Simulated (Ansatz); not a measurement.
Take NaF in the rock salt structure (space group Fm-3m, No. 225) as the base.

```yaml
crystal:
  lattice:
    - [0.00000, 2.31454, 2.31454]
    - [2.31454, 0.00000, 2.31454]
    - [2.31454, 2.31454, 0.00000]
  atoms:
    - { symbol: Na, position: [0.00000, 0.00000, 0.00000] }
    - { symbol: F, position: [0.50000, 0.50000, 0.50000] }
```

Cartesian axes are those of the cell as printed.

Method: PBEsol in Ansatz (plane waves to 420 eV, PAW, spin-orbit coupling left out).

Before the change:

- Band gap = 6.20 eV
- Shortest interatomic distance = 2.315 Å

Modification: tensile biaxial strain of 0.50 % in the plane normal to [001], as in epitaxy on a mismatched substrate; the out-of-plane cell vector and the atoms relax.

**Question.** Estimate the effect on the band gap, in-plane stress and shortest interatomic distance.

**Answer.** The band gap shrinks by 0.04 eV to 6.16 eV; the mean in-plane stress (compression positive) is -0.5 GPa; the shortest interatomic distance drops by 0.0051 Å, from 2.315 Å to 2.309 Å.

Whether these cells are dynamically stable was not tested.

Ansatz is a program for electronic structure.
